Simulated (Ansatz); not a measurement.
Results of PBEsol in Ansatz (PAW) for Ga₂O₃ (model structure, started from the stibnite type, Pnma, No. 62, 20 atoms in the cell).

Run with plane-wave cutoff 520 eV, 4×12×4 k mesh (along the axes of the cell as run), Fermi–Dirac smearing 0.01 eV, scalar-relativistic PAW data made under PBE.

Cell (relaxed at this level):

Ga2O3 is taken in the orthorhombic space group Pnma (No. 62), Pearson symbol oP20. Cell: a = 11.3798 Å, b = 2.9700 Å, c = 7.3251 Å, α = β = γ = 90.00°. Ga1 on 4c sees 4 O at 1.863–1.977 Å and 2 O at 2.447 Å. Ga2 on 4c has 5 O at 1.919–2.012 Å (square pyramidal). O1 on 4c sees 3 Ga at 1.904–1.919 Å (trigonal pyramidal). O2 on 4c is surrounded by 3 Ga at 2.010 Å and 2 Ga at 2.447 Å (square pyramidal). O3 on 4c has 2 Ga at 1.863 Å and 1 Ga at 1.977 Å (trigonal pyramidal). (Neighbours: up to the widest gap in distance over summed covalent radii, below 1.35, at either atom; cation-cation and far metal-metal contacts left out.)

Question: Give the computed band gap and smallest direct gap on the k points sampled.

Answer: 
- band gap: 1.75 eV (indirect)
- smallest direct gap on the k points sampled: 1.88 eV

Note: the relaxation could raise the start's symmetry but not lower it, so the cell can be a saddle point.

Spin–orbit coupling is not included.

Static lattice: no zero-point or thermal effects.

It cost about 5 core-minutes (a rough figure) of CPU time.

A model structure was made by putting elements into a prototype or built by hand; it is no filed structure, need not be a known phase, and can be a saddle point held by its symmetry.

Ansatz is a program for electronic structure.
